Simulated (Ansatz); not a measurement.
The parent structure is Sn in the diamond structure (space group Fd-3m, No. 227).

```xyz
2
Lattice="0.0000 3.2844 3.2844 3.2844 0.0000 3.2844 3.2844 3.2844 0.0000" Properties=species:S:1:pos:R:3 pbc="T T T"
Sn     3.2844     3.2844     3.2844
Sn     4.9266     4.9266     4.9266
```

Cartesian axes are those of the cell as printed.

Calculations: r2SCAN (Ansatz, a quantum-chemistry and plane-wave program, PAW, no spin-orbit coupling), earlier PAW set.

Strains are applied to the cell and any free atomic positions relax; under biaxial strain the out-of-plane vector relaxes too.

One change was made to it. Results:

```tsv
quantity	base	after
energy relative to the base (free energy F)	0 meV/atom	+2.1 meV/atom
pressure (mean of the normal stresses, compression positive)	0.0 GPa	-0.6 GPa
volume per atom	35.43 Å³	35.95 Å³
```

Name the change that was made.
A) biaxial strain −2.05 %, plane normal [110], relaxed out of plane
B) isotropic strain +1.21 %
C) biaxial strain −2.60 %, plane normal [001], relaxed out of plane
D) biaxial strain +1.04 %, plane normal [110], relaxed out of plane

D, biaxial strain +1.04 %, plane normal [110], relaxed out of plane. For comparison, the energy relative to the base in the other runs: biaxial strain −2.60 %, plane normal [001], relaxed out of plane gives +11 meV/atom; isotropic strain +1.21 % gives +6.0 meV/atom; biaxial strain −2.05 %, plane normal [110], relaxed out of plane gives +8.4 meV/atom.

A biaxial case was relaxed in a doubled cell and then solved in the primitive one. No phonon test of stability was made.
